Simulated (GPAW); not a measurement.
GPAW run on ZrZnNi4 (F-43m, 6 atoms in the cell): self-consistent single point

Method: PBEsol, GPAW PAW datasets PBEsol (made by gpaw-setup) (plane waves; GPAW 25.7.0).

The input file:

```python
from ase import Atoms
from ase.units import GPa
from gpaw import GPAW

atoms = Atoms(['Ni', 'Ni', 'Ni', 'Ni', 'Zr', 'Zn'],
              cell=[[0.000000, 3.396000, 3.396000],
                    [3.396000, 0.000000, 3.396000],
                    [3.396000, 3.396000, 0.000000]],
              scaled_positions=[[0.625000, 0.625000, 0.625000],
                                [0.125000, 0.625000, 0.625000],
                                [0.625000, 0.625000, 0.125000],
                                [0.625000, 0.125000, 0.625000],
                                [0.000000, 0.000000, 0.000000],
                                [0.250000, 0.250000, 0.250000]],
              pbc=True)

atoms.set_initial_magnetic_moments([2.0, 2.0, 2.0, 2.0, 0.0, 0.0])

calc = GPAW(spinpol=True,
            mode={'name': 'pw', 'ecut': 850},
            xc='PBEsol',
            kpts={'size': (6, 6, 6), 'gamma': True},
            occupations={'name': 'methfessel-paxton', 'width': 0.1, 'order': 0},
            nbands=-14,
            convergence={'density': 1e-05},
            symmetry={'symmorphic': False, 'tolerance': 0.0005},
            maxiter=100,
            txt='-')

atoms.calc = calc

energy = atoms.get_potential_energy()
print('Energy (eV):', round(energy, 6))
forces = atoms.get_forces()
print('Forces (eV/Ang):')
print(forces.round(5))
stress = atoms.get_stress()
print('Stress (GPa, Voigt):', (stress / GPa).round(4))
```

Log, with long lists cut:

```
Input parameters:
  convergence: {density: 1e-05}
  kpts: {gamma: True,
         size: (6, 6, 6)}
  maxiter: 100
  mode: {ecut: 850,
         name: pw}
  nbands: -14
  occupations: {name: methfessel-paxton,
                order: 0,
                width: 0.1}
  spinpol: True
  symmetry: {symmorphic: False,
             tolerance: 0.0005}
  xc: PBEsol

species:
  Ni:
    name: Nickel
    Z: 28.0
    valence: 16
    core: 12
    charge: 0.0
    file: Ni.PBEsol.gz

    # Using partial waves for Ni as LCAO basis

  Zr:
    name: Zirconium
    Z: 40.0
    valence: 12
    core: 28
    charge: 0.0
    file: Zr.PBEsol.gz

    # Using partial waves for Zr as LCAO basis

  Zn:
    name: Zinc
    Z: 30.0
    valence: 12
    core: 18
    charge: 0.0
    file: Zn.PBEsol.gz

    # Using partial waves for Zn as LCAO basis

Reference energy: -311990.951811  # eV

Spin-polarized calculation.
Initial magnetic moment: 8.000000

Convergence criteria:
 Maximum [total energy] change in last 3 cyles: 0.0005 eV / valence electron
 Maximum integral of absolute [dens]ity change: 1e-05 electrons / valence electron
 Maximum integral of absolute [eigenst]ate change: 4e-08 eV^2 / valence electron
 Maximum number of scf [iter]ations: 100

Symmetries present (total): 24
Symmetries with fractional translations: 0
216 k-points: 6 x 6 x 6 Monkhorst-Pack grid + [1/12,1/12,1/12]
16 k-points in the irreducible part of the Brillouin zone
       k-points in crystal coordinates                weights
   0:     0.00000000    0.00000000    0.00000000          1/216
   1:     0.16666667    0.16666667    0.00000000          6/216
   2:     0.16666667    0.16666667    0.16666667          8/216
   [... 7 lines left out ...]
          ...
  15:     0.50000000    0.50000000    0.50000000          4/216

Wave functions: Plane wave expansion
  Cutoff energy: 850.000 eV
  Number of coefficients (min, max): 4360, 4477
  Pulay-stress correction: 0.000000 eV/Ang^3 (de/decut=0.000000)

Occupation numbers: Methfessel-Paxton:
  width: 0.1000  # eV
  order: 0

Eigensolver

Densities:
  Coarse grid: 35*35*35 grid
  Fine grid: 70*70*70 grid
  Total Charge: 0.000000

Density mixing:
  Method: difference
  Backend: pulay
  Linear mixing parameter: 0.05
  old densities: 5
  Damping of long wavelength oscillations: 50

Hamiltonian:
  XC and Coulomb potentials evaluated on a 70*70*70 grid
  External potential:
    NoExternalPotential

XC parameters: PBEsol with 2 nearest neighbor stencil

Number of atoms: 6
Number of atomic orbitals: 70
Number of bands in calculation: 62
Number of valence electrons: 88
Bands to converge: occupied

Density initialized from atomic densities
  62 bands from LCAO basis set

Atomic positions and initial magnetic moments

Positions:
   0 Ni     4.245000    4.245000    4.245000    ( 0.0000,  0.0000,  2.0000)
   1 Ni     4.245000    2.547000    2.547000    ( 0.0000,  0.0000,  2.0000)
   2 Ni     2.547000    2.547000    4.245000    ( 0.0000,  0.0000,  2.0000)
   3 Ni     2.547000    4.245000    2.547000    ( 0.0000,  0.0000,  2.0000)
   4 Zr     0.000000    0.000000    0.000000    ( 0.0000,  0.0000,  0.0000)
   5 Zn     1.698000    1.698000    1.698000    ( 0.0000,  0.0000,  0.0000)

Unit cell:
           periodic     x           y           z      points  spacing
  1. axis:    yes    0.000000    3.396000    3.396000    35     0.1120
  2. axis:    yes    3.396000    0.000000    3.396000    35     0.1120
  3. axis:    yes    3.396000    3.396000    0.000000    35     0.1120

  Lengths:   4.802669   4.802669   4.802669
  Angles:   60.000000  60.000000  60.000000

Effective grid spacing dv^(1/3) = 0.1222

     iter     time        total  log10-change:  magmom
                         energy   eigst   dens
iter:   1 --:--:--   -44.435961                   +8.0092
iter:   2 --:--:--   -45.150577   -0.39  -1.53    +3.1870
iter:   3 --:--:--   -44.242494   -0.87  -1.59    +0.3980
iter:   4 --:--:--   -44.579213   -1.68  -1.67    +0.5005
iter:   5 --:--:--   -44.490137   -1.12  -1.70    +0.3168
iter:   6 --:--:--   -44.337125   -2.52  -1.92    +0.1876
iter:   7 --:--:--   -44.012509   -1.85  -1.97    +0.1018
iter:   8 --:--:--   -44.040286   -2.86  -2.45    -0.0032
iter:   9 --:--:--   -44.033786c  -3.68  -2.63    +0.0027
iter:  10 --:--:--   -44.033954c  -2.69  -2.67    +0.0024
iter:  11 --:--:--   -44.028807c  -3.95  -3.03    +0.0017
iter:  12 --:--:--   -44.028261c  -4.93  -3.51    +0.0011
iter:  13 --:--:--   -44.026476c  -4.58  -3.55    +0.0004
iter:  14 --:--:--   -44.026259c  -5.03  -3.62    +0.0002
   [... 3 lines left out ...]
iter:  18 --:--:--   -44.026296c  -5.93  -4.20    +0.0000
iter:  19 --:--:--   -44.026280c  -7.31  -4.28    -0.0000
iter:  20 --:--:--   -44.026246c  -6.75  -4.29    -0.0000
iter:  21 --:--:--   -44.026221c  -6.37  -4.33    -0.0000
iter:  22 --:--:--   -44.026212c  -6.87  -4.54    -0.0000
iter:  23 --:--:--   -44.026212c  -7.91c -4.61    -0.0000
iter:  24 --:--:--   -44.026212c  -8.04c -4.65    -0.0000
iter:  25 --:--:--   -44.026213c  -7.64c -4.83    -0.0000
iter:  26 --:--:--   -44.026213c  -8.90c -5.13c   -0.0000

Converged after 26 iterations.

Dipole moment: (-7.349381, -7.349381, -7.349381) |e|*Ang

Total magnetic moment: (0.000000, 0.000000, -0.000000)
Local magnetic moments:
   0 Ni ( 0.000000,  0.000000, -0.000000)
   1 Ni ( 0.000000,  0.000000, -0.000000)
   2 Ni ( 0.000000,  0.000000, -0.000000)
   3 Ni ( 0.000000,  0.000000, -0.000000)
   4 Zr ( 0.000000,  0.000000,  0.000000)
   5 Zn ( 0.000000,  0.000000,  0.000000)

Energy contributions relative to reference atoms: (reference = -311990.951811)

Kinetic:         +9.883847
Potential:       -4.366069
External:        +0.000000
XC:             -50.179659
Entropy (-ST):   -0.018613
Local:           +0.644975
SIC:             +0.000000
--------------------------
Free energy:    -44.035519
Extrapolated:   -44.026213

Spin contamination: 0.000000 electrons
Showing only first 2 kpts
                      Up                     Down
 Kpt  Band  Eigenvalues  Occupancy  Eigenvalues  Occupancy
  0    42      8.89937    0.09915      8.89937    0.09915
  0    43      8.89937    0.09915      8.89937    0.09915
  0    44      8.89937    0.09915      8.89937    0.09915
  0    45      9.00738    0.00245      9.00738    0.00245

  1    42      8.29001    1.00000      8.29001    1.00000
  1    43      8.43259    1.00000      8.43259    1.00000
  1    44      9.15191    0.00000      9.15191    0.00000
  1    45      9.15191    0.00000      9.15191    0.00000

Fermi level: 8.80841

No gap
No difference between direct/indirect transitions
Energy (eV): -44.026213

Forces in eV/Ang:
  0 Ni   -0.16032   -0.16032   -0.16032
  1 Ni   -0.16032    0.16032    0.16032
  2 Ni    0.16032    0.16032   -0.16032
  3 Ni    0.16032   -0.16032    0.16032
  4 Zr   -0.00000    0.00000   -0.00000
  5 Zn    0.00000   -0.00000   -0.00000

Stress tensor:
     0.044508    -0.000000    -0.000000
    -0.000000     0.044508     0.000000
    -0.000000     0.000000     0.044508
Stress (GPa, Voigt): [ 7.1309  7.1309  7.1309  0.     -0.     -0.    ]
```

The run converged in 26 iterations. GPAW prints stress with tension positive.

The starting cell comes from a database of published, mostly measured structures (it also holds non-ambient and calculated ones), without a prior relaxation at this level. The starting moments vanished: the run ended non-magnetic, which need not be the lowest state. With a pressure of about -7 GPa the cell is away from its equilibrium volume at this level.

Cost on one core of a shared machine: roughly 10 min.
